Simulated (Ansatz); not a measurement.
**LiNbO3 under a change: Nb → Ta**

The parent structure is LiNbO₃ (space group R3c, No. 161; a = 5.190 Å, c = 14.016 Å (hexagonal axes)).

Now apply this change: Ta takes the place of Nb on all its sites, then cell and atoms are relaxed.

Level of theory: PBE, PAW, 420 eV (Ansatz, a first-principles code; no spin-orbit coupling), earlier PAW set. Γ-centred 8×8×8 mesh, Fermi–Dirac width 0.05 eV.

The volume per atom decreases by 0.075 Å³, from 10.90 Å³ to 10.82 Å³ and the lattice parameter a hardly moves (9.807 bohr against 9.809 bohr). The c/a ratio shrinks by 0.020 (2.701 → 2.681) and the space group remains R3c (No. 161). The shortest interatomic distance increases by 0.075 bohr, from 3.560 bohr to 3.635 bohr and the band gap grows by 0.26 eV to 3.80 eV (an upper bound: an edge found on the path is not a true extremum; the changed cell).

Cost of the whole job for the changed cell (relaxation, final SCF and bands): about 7 core-minutes (a rough figure).

Spin-orbit coupling, missing from the scalar runs, can matter with Ta. Whether these cells are dynamically stable was not tested.
